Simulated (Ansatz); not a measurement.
An Ansatz (an electronic-structure program) run: BaZrO3 with a change (isotropic strain +3.52 %); Ansatz PBE, no spin-orbit coupling.

Input:

Ansatz 0.2 input:
```yaml
crystal:
  lattice:
    - [4.3760121797, 0, 0]
    - [0, 4.3760121797, 0]
    - [0, 0, 4.3760121797]
  atoms:
    - { symbol: Ba, position: [0, 0, 0] }
    - { symbol: Zr, position: [0.5, 0.5, 0.5] }
    - { symbol: O, position: [0, 0.5, 0.5] }
    - { symbol: O, position: [0.5, 0.5, 0] }
    - { symbol: O, position: [0.5, 0, 0.5] }
basis: { ecutwfc: 420, ecutrho_ratio: 4, xc_grid: 2, fft_grid_basis: typed }
kpoints: { mp_grid: { grid: [8, 8, 8] } }
hamiltonian:
  xc: pbe
  dispersion: none
  pseudopotentials: { kind: paw }
scf: { occupations: { method: fermi_dirac, width: 0.05 }, convergence: { dr2_threshold: 0.0000000005 } }
relax: { f_tol: 0.005, max_steps: 50 }
output: { forces: true, stress: true }
checkpoint: { write: state.ck, write_every: 1000 }
```

Output (explanatory and most iteration lines left out):

```
Relaxation: its limit of steps is 50 (relax.max_steps)
Pseudopotential: Ba, paw, valence charge 10
Pseudopotential: Zr, paw, valence charge 12
Pseudopotential: O, paw, valence charge 6
Crystal: 5 atoms, lattice volume = 83.798 Å³
Basis set: ecut = 420 eV, 1647 PW (Γ), exchange–correlation on 60×60×60 points (8 copies of the dense FFT grid, shifted against one another)
Bands: 25, of which v1, the nominal top of the filled ones, is band 20 counted from 1 (19 counted from 0)
Symmetry: 48 space group operations
Space group: Pm-3m (ITA 221), of the structure as read, at distance tolerance 4.4e-5 Å
k-points: 35 of 512
Functional: x = pbe(κ = 0.804, μ = 0.2195149727645171), c = pbe(β = 0.06672455060314922)
SCF iter   1: F=—  HF=-11844.345359 eV  |F-HF|=—  |Δ(HF+E_count)|=         —  Δρ=6.50e-4  dr2=2.33e-4  ethr=1.77e-3  ⟨swp⟩=7.2  Hψ=4719  notcnv=0
SCF iter   2: F=—  HF=-11844.345427 eV  |F-HF|=—  |Δ(HF+E_count)|=   6.80e-5  Δρ=5.47e-4  dr2=1.60e-4  ethr=5.83e-7  ⟨swp⟩=2.4  Hψ=1870  notcnv=0  defer=1
SCF 1 converged in 9 iterations: F = -11844.345659 eV  dr2 = 2.49e-11
relax step   1: F+E_penalty+E_count = -11844.34565922 eV  Δ(F+E_penalty+E_count) = +0.000e0 eV  max|allowed force component| = 1.657e-29 eV/Å  Δτ_max = 0.0000 Å  (9 SCF iters, accepted)
SCF converged after 9 iterations
Free energy (F): -11844.345659 eV
Internal energy: -11844.345659 eV  (E = F + TS)
E sigma→0 (E₀):  -11844.345659 eV
Fermi energy:    9.728558 eV
--- Forces (eV/Å), atoms counted from 1 ---
  atom   1  Ba     0.00000000     0.00000000    -0.00000000
  atom   2  Zr     0.00000000     0.00000000     0.00000000
  atom   3  O      0.00000000    -0.00000000    -0.00000000
  atom   4  O      0.00000000    -0.00000000     0.00000000
  atom   5  O      0.00000000    -0.00000000    -0.00000000
--- Stress (GPa, compression-positive) ---
      -12.336740      -0.000000       0.000000
       -0.000000     -12.336740       0.000000
        0.000000       0.000000     -12.336740
  P = ⅓ Tr σ = -12.3367 GPa (-123.367 kbar)
--- Relaxed structure (1 steps of the walk, 1 accepted, 0 SCFs on fresh bases) ---
  atoms:
    - { symbol: Ba, position: [0.0, 0.0, 0.0] }
    - { symbol: Zr, position: [0.5, 0.5, 0.5] }
    - { symbol: O, position: [0.0, 0.5, 0.5] }
    - { symbol: O, position: [0.5, 0.5, 0.0] }
    - { symbol: O, position: [0.5, 0.0, 0.5] }
```

Stability against distortions was not tested. The cell was made from BaZrO3 in the cubic perovskite structure (space group Pm-3m, No. 221) by this change: isotropic strain +3.52 %.
